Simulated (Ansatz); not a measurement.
Base system: BAs in the zinc blende structure (space group F-43m, No. 216; a = 4.7826 Å). Axes: x, y, z lie along the cube axes.

Level of theory: Ansatz (a quantum-chemistry and plane-wave program), r2SCAN, PAW, cutoff 500 eV, spin-orbit coupling left out, earlier PAW set.

Strains are applied to the cell and any free atomic positions relax; under stress the whole cell relaxes.

One change was made to it. Results:

The valence-band top at Γ (three highest levels, from the VBM) goes from 0.00, 0.00, 0.00 eV to 0.00, -0.10, -0.16 eV; the band gap shrinks by 0.14 eV to 1.24 eV.

### Question
Name the change that was made.
A. tensor shear ε_yz = +0.55 %
B. uniaxial stress, 2 GPa tension along z
C. strain tensor (xx, yy, zz, yz, xz, xy) = (+1.33, +0.18, +0.74, −0.59, +0.00, +0.59) %
D. uniaxial stress, 8 GPa compression along x

### Answer
C, strain tensor (xx, yy, zz, yz, xz, xy) = (+1.33, +0.18, +0.74, −0.59, +0.00, +0.59) %. For comparison, the band gap in the other runs: uniaxial stress, 2 GPa tension along z gives 1.31 eV; uniaxial stress, 8 GPa compression along x gives 0.76 eV; tensor shear ε_yz = +0.55 % gives 1.32 eV.

Beyond what the load breaks, stability against distortions was not tested.
